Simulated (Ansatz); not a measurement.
**CdS, response to strain**

The parent structure is CdS in the wurtzite structure (space group P6_3mc, No. 186; a = 4.1244 Å, c = 6.7082 Å). Axes: x lies along a and z along c of the hexagonal cell.

Strains are applied to the cell and any free atomic positions relax.

Calculations: Ansatz (a quantum-chemistry and plane-wave program), PBEsol, PAW, cutoff 420 eV, spin-orbit coupling left out.

Notes on the quantities. pressure: mean of the normal stresses, compression positive.

```tsv
variant	volume per atom	band gap	pressure
base	24.71 Å³	1.09 eV	0.00 GPa
uniaxial strain ε_zz = +0.60 %	24.85 Å³	1.07 eV	-0.36 GPa
uniaxial strain ε_zz = +1.20 %	25.00 Å³	1.04 eV	-0.72 GPa
uniaxial strain ε_zz = +1.80 %	25.15 Å³	(withheld)	-1.06 GPa
uniaxial strain ε_zz = +2.40 %	25.30 Å³	(withheld)	(withheld)
uniaxial strain ε_zz = +3.00 %	25.45 Å³	(withheld)	-1.72 GPa
```

Q: Complete the table.

A: 
- uniaxial strain ε_zz = +1.80 %, band gap: 1.02 eV
- uniaxial strain ε_zz = +2.40 %, band gap: 0.99 eV
- uniaxial strain ε_zz = +2.40 %, pressure: -1.40 GPa
- uniaxial strain ε_zz = +3.00 %, band gap: 0.97 eV

Whether these cells are dynamically stable was not tested.
